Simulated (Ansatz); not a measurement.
Start from VN in the rock salt structure (space group Fm-3m, No. 225; a = 4.075 Å; relaxed with 0.1 eV smearing). Axes: x, y, z lie along the cube axes.

The values are results of Ansatz (a first-principles code), PBEsol, PAW, cutoff 420 eV, no spin-orbit coupling, earlier PAW set, not measurements.

Strains are applied to the cell and any free atomic positions relax; under biaxial strain the out-of-plane vector relaxes too.

One change was made to it. Results:

```csv
quantity,base,after
volume per atom,8.46 Å³,8.48 Å³
"pressure (mean of the normal stresses, compression positive)",0.0 GPa,-1.0 GPa
```

**Question.** Which of these changes matches the shifts?
A. uniaxial strain ε_zz = +1.16 %
B. biaxial strain +2.29 %, plane normal [001], relaxed out of plane
C. tensor shear ε_xz = −0.66 %
D. biaxial strain +0.30 %, plane normal [111], relaxed out of plane

**Answer.** D, biaxial strain +0.30 %, plane normal [111], relaxed out of plane. For comparison, the pressure in the other runs: uniaxial strain ε_zz = +1.16 % gives -3.7 GPa; biaxial strain +2.29 %, plane normal [001], relaxed out of plane gives -10.2 GPa; tensor shear ε_xz = −0.66 % gives 0.0 GPa.

Whether these cells are dynamically stable was not tested. Starting moments died away, wholly or in part, for the base; another magnetic solution may exist. All final runs are without spin polarisation.
